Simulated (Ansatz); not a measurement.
# Evanescent states of BN (P6_3mc, wurtzite, 4 atoms a cell, 6.0 Å³ an atom, -5 GPa at this level) along the normal of (100)

The numbers are results of r2SCAN (plane waves, PAW; Ansatz, a first-principles code), not measurements.

No gap correction and no spin-orbit coupling; mid-gap is the computed energy nearest the middle.

Energies count from the valence-band top; κ is the least over a 12×8 mesh across the current.

```tsv
E (eV)	κ (1/Å)	where
0.14	0.109	Γ
0.41	0.186	Γ
0.68	0.236	Γ
0.94	0.276	Γ
1.22	0.309	Γ
1.49	0.337	Γ
1.75	0.362	Γ
2.02	0.384	Γ
2.29	0.404	Γ
2.56	0.428	Γ
2.83	0.440	Γ
3.10	0.444	off Γ
3.38	0.435	off Γ
3.65	0.425	off Γ
3.92	0.413	off Γ
4.18	0.401	off Γ
4.46	0.387	off Γ
4.72	0.355	off Γ
5.00	0.308	off Γ
5.26	0.249	off Γ
5.54	0.168	off Γ
```

How thick must the barrier be to attenuate the transmission by 10^8 when the electrodes' Fermi level lies at 1.49 eV, and what attenuation does that film give at 5.00 eV?

d = 8 ln 10 / (2 × 0.337) = 27.3 Å. At 5.00 eV it gives 8 × 0.308/0.337 = 7.3 decades.
